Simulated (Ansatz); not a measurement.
# F on the 1x1 (110) surface of bcc Mo, one in a 3x3 cell, started at the site 'hollow Mo-Mo-Mo'

Calculation: PBE (plane waves to 420 eV, PAW; Ansatz, an electronic-structure program).

Set-up: 37 atoms, 6.5 Å thick at the start under the adsorbate (thin: gaps and levels are the slab's own); mesh 4x4x1; 0.1 eV smearing; dipole correction on; 18 atoms held, the rest relaxed; symmetry of the start imposed; no spin, no spin-orbit, no U, no dispersion correction. At the end it is bonded to 3 Mo. In PBE it is, or lies within 0.03 eV of, the lowest of the starts that converged.

| Quantity | Result |
|---|---|
| adsorption energy against ½ F2(g) | -3.86 eV |
| work function of the top face | 4.64 eV |
| change of the work function | 0.048 eV |
| change of the step from the bottom to the top vacuum level, against the clean slab | 0.062 eV |
| energy released by relaxation | 0.20 eV |
| height of the binding atom over the mean of the host atoms within 0.3 Å of the top one | 1.543 Å |
| nearest host atoms of the binding atom | Mo at 2.14 Å, Mo at 2.34 Å, Mo at 2.34 Å |
| largest move of a host atom | 0.06 Å |

A negative adsorption energy means that the adsorbate is more stable on the surface than in its reference.
